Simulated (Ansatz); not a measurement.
The reference is Pt in the fcc (Cu type) structure (space group Fm-3m, No. 225; a = 3.895 Å; relaxed with 0.1 eV smearing). Axes: x, y, z lie along the cube axes.

Calculations: LDA, PAW, 420 eV (Ansatz, a quantum-chemistry and plane-wave program; without spin-orbit coupling).

Before the change:

The pressure comes out as 0.0 GPa.

One thing is altered: tensor shear ε_xy = +1.71 % (engineering shear γ = 0.0342), atoms relaxed at fixed cell.

Q: How does this affect the pressure and energy relative to the base?

A: The pressure (mean of the normal stresses, compression positive) goes from zero to 0.4 GPa; the energy increases by 5.0 meV/atom.

The cells carry an imposed strain or load. Stability against distortions was not tested. The final runs are not spin-polarised.
